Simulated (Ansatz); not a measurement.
## BiB in the zinc blende structure (space group F-43m, No. 216; a hypothetical phase, not in the database extracts checked)

```xyz
2
Lattice="0.0000 2.7452 2.7452 2.7452 0.0000 2.7452 2.7452 2.7452 0.0000" Properties=species:S:1:pos:R:3 pbc="T T T"
Bi     4.1179     4.1179     4.1179
B      0.0000     0.0000     0.0000
```

Computed with Ansatz (a program for electronic structure) r2SCAN, no spin-orbit coupling. k-mesh 10×10×10 (Γ-centred); smearing 0.05 eV (Fermi–Dirac).

| Quantity | Result |
|---|---|
| Volume per atom | 20.69 Å³ |
| Density | 8.82 g/cm³ |
| Band gap | 0.39 eV, direct at Γ |
| Electron mass | 0.026 mₑ |
| Hole mass (degenerate bands, along [100]) | 0.025, 0.21, 0.21 mₑ |
| Lowest conduction-band minima above the VBM | Γ 0.39 eV; L along ⟨111⟩ 0.52 eV; a point along ⟨100⟩, about 0.9 Å⁻¹ from Γ 0.85 eV |
| Total energy | -6283.043 eV/atom (σ→0; compares only within this code and set-up) |

With Bi present, leaving out spin-orbit coupling can change the band edges. Effective masses come from finite differences of ±0.01 Å⁻¹. No phonon test of stability was made.
